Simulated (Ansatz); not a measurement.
BSi (P6_3mc): band-structure transport figures

Consider the following.

```xyz
4
Lattice="3.1389 0.0000 0.0000 -1.5695 2.7184 0.0000 0.0000 0.0000 5.8679" Properties=species:S:1:pos:R:3 pbc="T T T"
Si     0.0000     1.8123     2.0874
Si     1.5695     0.9061     5.0213
B      0.0000     1.8123     0.1130
B      1.5695     0.9061     3.0470
```

Calculation: PBEsol, rigid bands (plane waves, PAW, scalar-relativistic; Ansatz, a quantum-chemistry and plane-wave program). Cell: cell and atoms relaxed with PBEsol.

The density of states at the Fermi level is 1.32 states/(eV·cell), both spins and the bare Sommerfeld coefficient comes out as 0.78 mJ/(mol of atoms·K²). The drude plasma energy is 9.0 (x), 9.0 (y), 4.4 (z) eV and the root-mean-square Fermi velocity comes out as 9.4e5 m/s. The resistivity times τ is 6.1 (x), 6.1 (y), 26 (z) ×10⁻²² Ω·m·s.

A metal at this level (no band gap); rigid bands, thermally averaged at 300 K, both spins. Spin-orbit coupling is left out. τ is one relaxation time for all states.

Computed structure with no diffraction record at hand here (it may be known, metastable or hypothetical): BSi (P6_3mc).
